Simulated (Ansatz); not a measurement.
Start from Ca in the fcc (Cu type) structure (space group Fm-3m, No. 225; a = 5.569 Å; relaxed with 0.1 eV smearing). Axes: x, y, z lie along the cube axes.

Method: Kohn–Sham DFT with the r2SCAN functional, run in Ansatz (a program for electronic structure) with PAW and 500 eV plane waves, spin-orbit coupling left out, earlier PAW set.

Before the change:

The shortest interatomic distance comes out as 3.938 Å.

Modification: the cell is compressed by 3.55 % along z with no lateral relaxation, atoms relaxed at fixed cell.

Problem. What happens to the energy relative to the base, stress and shortest interatomic distance?

Solution. The energy goes up by 3.8 meV/atom; the stress (xx, yy, zz, yz, xz, xy; compression positive) amounts to (0.6, 0.6, 0.8, 0.0, 0.0, 0.0) GPa; the shortest interatomic distance drops by 0.0693 Å, from 3.938 Å to 3.868 Å.

The cells carry an imposed strain or load. No phonon test of stability was made.
